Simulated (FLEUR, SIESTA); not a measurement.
A SIESTA input for a self-consistent single point of MnZn3 (P-6m2, 4 atoms in the cell) (DFT, GGA PBEsol, numerical atomic orbitals DZP, PseudoDojo PBEsol standard norm-conserving potentials (rewritten from UPF to PSML)):

```
# files in the folder: Mn.psml Zn.psml (PseudoDojo PBEsol standard)
SystemName  MnZn3
SystemLabel mnzn3

NumberOfAtoms                4
NumberOfSpecies              2
%block ChemicalSpeciesLabel
  1 25 Mn
  2 30 Zn
%endblock ChemicalSpeciesLabel
LatticeConstant              1.0 Ang
%block LatticeVectors
     2.670480000    0.000000000    0.000000000
    -1.335240000    2.312704000    0.000000000
     0.000000000    0.000000000    8.586868000
%endblock LatticeVectors
AtomicCoordinatesFormat      Ang
%block AtomicCoordinatesAndAtomicSpecies
     1.335241335    0.770900562    0.000000000  1
     1.335241335    0.770900562    4.293434000  2
    -0.000001335    1.541803438    2.073041673  2
    -0.000001335    1.541803438    6.513826327  2
%endblock AtomicCoordinatesAndAtomicSpecies

XC.functional                GGA
XC.authors                   PBEsol
PAO.BasisSize                DZP
PAO.EnergyShift              0.01 Ry
MeshCutoff                   400 Ry
%block kgrid.MonkhorstPack
   11   0   0  0.0
    0  11   0  0.0
    0   0   3  0.0
%endblock kgrid.MonkhorstPack
OccupationFunction           MP
OccupationMPOrder            0
ElectronicTemperature        100.0 meV
Spin                         polarized
%block DM.InitSpin
  1 +4.00
  2 +0.00
  3 +0.00
  4 +0.00
%endblock DM.InitSpin

MaxSCFIterations             150
SCF.Mixer.Method             Broyden
SCF.Mixer.Weight             0.1
SCF.Mixer.History            8
SCF.DM.Tolerance             1.0E-05
Diag.ParallelOverK           true
WriteForces                  true
Charge.Mulliken              end
```

Question: Give the FLEUR input for the same structure, mesh, smearing and functional.

Answer: One input that does it (others would too):

Input of the input generator:

```
MnZn3 crystal
&input film=f /
5.0464763447 -0.0000001214 0.0000000000
-2.5232380672 4.3703767748 0.0000000000
0.0000000000 0.0000000000 16.2268287883
1.0
1.0 1.0 1.0

4
25 0.6666666667 0.3333333333 -0.0000000000 : 4.00
30 0.6666666667 0.3333333333 0.5000000000 : 0.00
30 0.3333333333 0.6666666667 0.2414200000 : 0.00
30 0.3333333333 0.6666666667 0.7585800000 : 0.00

&comp jspins=2 /
&exco xctyp='PBEs' /
&kpt div1=11 div2=11 div3=3 /
&end /
```

```xml
<?xml version="1.0" encoding="UTF-8" standalone="no"?>
<fleurInput fleurInputVersion="0.39">
   <comment>
      MnZn3 crystal                                                                                       
   </comment>
   <calculationSetup>
      <cutoffs Kmax="4.3" Gmax="17.2" GmaxXC="17.2" numbands="0"/>
      <scfLoop itmax="80" minDistance="0.00001" maxIterBroyd="15" imix="Anderson" alpha="0.05" precondParam="0.0" spinf="2.0"/>
      <coreElectrons ctail="T" frcor="F" kcrel="0" coretail_lmax="0"/>
      <xcFunctional name="PBEs" relativisticCorrections="F"/>
      <magnetism jspins="2"/>
      <soc l_soc="F" theta="0.0" phi="0.0" spav="F"/>
      <expertModes spex="0" secvar="F"/>
      <geometryOptimization l_f="T" forcealpha="1.0" forcemix="BFGS" epsdisp="0.00001" epsforce="0.00001"/>
      <ldaU l_linMix="F" mixParam="0.05" spinf="1.0"/>
   </calculationSetup>
   <cell>
      <bzIntegration valenceElectrons="51.0" mode="gauss" fermiSmearingEnergy="0.00367493">
         <kPointListSelection listName="default-1"/>
         <!-- k-points included here -->
         <xi:include xmlns:xi="http://www.w3.org/2001/XInclude" href="kpts.xml"> </xi:include>
      </bzIntegration>
      <!-- symmetry operations included here -->
      <xi:include xmlns:xi="http://www.w3.org/2001/XInclude" href="sym.xml"> </xi:include>
      <bulkLattice scale="1.0">
         <bravaisMatrix>
            <row-1>    5.0464763447000003    -0.0000001214000000     0.0000000000000000</row-1>
            <row-2>   -2.5232380671999999     4.3703767748000004     0.0000000000000000</row-2>
            <row-3>    0.0000000000000000     0.0000000000000000    16.2268287883000006</row-3>
         </bravaisMatrix>
      </bulkLattice>
   </cell>
   <atomSpecies>
      <species name="Manganese 4.000" element="Mn" atomicNumber="25">
         <mtSphere radius="2.33" gridPoints="803" logIncrement="0.015"/>
         <atomicCutoffs lmax="10" lnonsphr="8"/>
         <electronConfig flipSpins="F">
            <coreConfig>(1s1/2) (2s1/2) (2p1/2) (2p3/2)</coreConfig>
            <valenceConfig>(3s1/2) (3p1/2) (3p3/2) (4s1/2) (3d3/2) (3d5/2)</valenceConfig>
            <stateOccupation state="(3d3/2)" spinUp="1.5" spinDown="0.5"/>
            <stateOccupation state="(3d5/2)" spinUp="3.0" spinDown="0.0"/>
         </electronConfig>
         <energyParameters s="4" p="4" d="3" f="4"/>
         <lo type="SCLO" l="0" n="3" eDeriv="0"/>
         <lo type="SCLO" l="1" n="3" eDeriv="0"/>
      </species>
      <species name="Zinc (Zn)" element="Zn" atomicNumber="30">
         <mtSphere radius="2.33" gridPoints="803" logIncrement="0.015"/>
         <atomicCutoffs lmax="10" lnonsphr="8"/>
         <electronConfig flipSpins="F">
            <coreConfig>(1s1/2) (2s1/2) (2p1/2) (2p3/2) (3s1/2) (3p1/2) (3p3/2)</coreConfig>
            <valenceConfig>(4s1/2) (3d3/2) (3d5/2)</valenceConfig>
         </electronConfig>
         <energyParameters s="4" p="4" d="3" f="4"/>
         <lo type="HELO" l="2" n="4" eDeriv="0"/>
      </species>
   </atomSpecies>
   <atomGroups>
      <atomGroup species="Manganese 4.000">
         <relPos label="                   1">-1.000/3.000 1.000/3.000 .0000000000</relPos>
         <force calculate="T" relaxXYZ="TTT"/>
      </atomGroup>
      <atomGroup species="Zinc (Zn)">
         <relPos label="                   2">-1.000/3.000 1.000/3.000 1.000/2.000</relPos>
         <force calculate="T" relaxXYZ="TTT"/>
      </atomGroup>
      <atomGroup species="Zinc (Zn)">
         <relPos label="                   3">1.000/3.000 -1.000/3.000 .2414200000</relPos>
         <relPos label="                   4">1.000/3.000 -1.000/3.000 -.2414200000</relPos>
         <force calculate="T" relaxXYZ="TTT"/>
      </atomGroup>
   </atomGroups>
   <output dos="F" band="F" slice="F">
      <checks vchk="F" cdinf="F"/>
      <bandDOS minEnergy="-.5*Htr" maxEnergy="0.5*Htr" sigma="0.015" storeEVData="T"/>
      <vacuumDOS vacdos="F" integ="F" star="F" nstars="0" locx1="0.0" locy1="0.0" locx2="0.0" locy2="0.0" nstm="0" tworkf="0.0"/>
      <unfoldingBand unfoldBand="F" supercellX="1" supercellY="1" supercellZ="1"/>
      <plotting iplot="0" polar="F">
         <plot TwoD="T" vec1="  1.0  0.0  0.0" vec2="  0.0  1.0  0.0" vec3="  0.0  0.0  1.0" zero="  0.0  0.0  0.0" file="plot"/>
      </plotting>
      <chargeDensitySlicing numkpt="0" minEigenval="0.0" maxEigenval="0.0" nnne="0" pallst="F"/>
      <specialOutput eonly="F"/>
      <magneticCircularDichroism mcd="F" energyLo="-10.0" energyUp="0.0"/>
   </output>
  <!-- We include the file relax.xml here to enable relaxations (see documentation) -->
  <xi:include xmlns:xi="http://www.w3.org/2001/XInclude" href="relax.xml"> <xi:fallback/> </xi:include>
</fleurInput>
```

Basis settings and potentials, where a program has them, do not carry over. This input uses DFT, PBEsol, all-electron FLAPW (FLEUR), scalar-relativistic valence.

The starting cell comes from a database of computed structures (which also holds hypothetical and non-ambient phases and stackings), without a prior relaxation at this level. For this run, on top of that: lattice scaled by 0.98.
